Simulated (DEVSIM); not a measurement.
Device: Schottky contact on n-type Si, at 300 K.

```csv
layer (left to right),material,thickness (μm),Nd (cm⁻³),τn (s),τp (s)
1,Si,1.20,7.7e15,1.6e-5,1.6e-5
2,Si,29.0,7.5e17,1.6e-5,1.6e-5
```

Left contact: Schottky, work function 4.91 eV, emission velocity 6.8e6 cm/s. Right contact: ohmic. Voltage is applied to the left contact. Recombination: SRH at mid-gap, radiative, Auger. Mobility is constant in doping. Where it depends on doping, it is μmin + (μ − μmin)/(1 + (N/Nref)^α).

Constants are typed, rounded textbook-type inputs, not results; the design itself was drawn at random and stands for no fabricated device. Values at 300 K. The table also holds parameters that only a changed run uses.

```csv
parameter,Si
gap (eV),1.124
affinity (eV),4.05
permittivity,11.7
Nc (cm⁻³),2.86e19
Nv (cm⁻³),3.1e19
μn (cm²/Vs),1417
μp (cm²/Vs),470
"μn,min",52
"μp,min",45
"Nref,n",9.7e16
"Nref,p",2.2e17
αn,0.68
αp,0.72
B (cm³/s),4.7e-15
Cn (cm⁶/s),2.8e-31
Cp (cm⁶/s),9.9e-32
```

Simulated with DEVSIM: 1D drift-diffusion, Boltzmann statistics, complete ionisation; no tunnelling, impact ionisation, image-force lowering or self-heating. Metal contacts follow the ideal Schottky-Mott rule: no Fermi-level pinning, no interface dipoles.

Base results: dark forward voltage at 1 A/cm² (V) 0.420; dark forward voltage at 100 A/cm² (V) 0.550; potential step across the device at zero bias (V) 0.766.

What follows from this one change: doping Nd of layer 2 7.5e+17 → 7.5e+18 cm^-3?

dark forward voltage at 1 A/cm² little changed (0.420 V); dark forward voltage at 100 A/cm² little changed (0.548 V); potential step across the device at zero bias 0.766 → 0.825 V.

What follows from this one change: metal work function 4.91 → 4.96 eV?

dark forward voltage at 1 A/cm² 0.420 → 0.469 V; dark forward voltage at 100 A/cm² 0.550 → 0.599 V; potential step across the device at zero bias 0.766 → 0.816 V.

What follows from this one change: doping-dependent mobility in place of the constant one?

dark forward voltage at 1 A/cm² little changed (0.421 V); dark forward voltage at 100 A/cm² 0.550 → 0.559 V; potential step across the device at zero bias little changed (0.766 V).
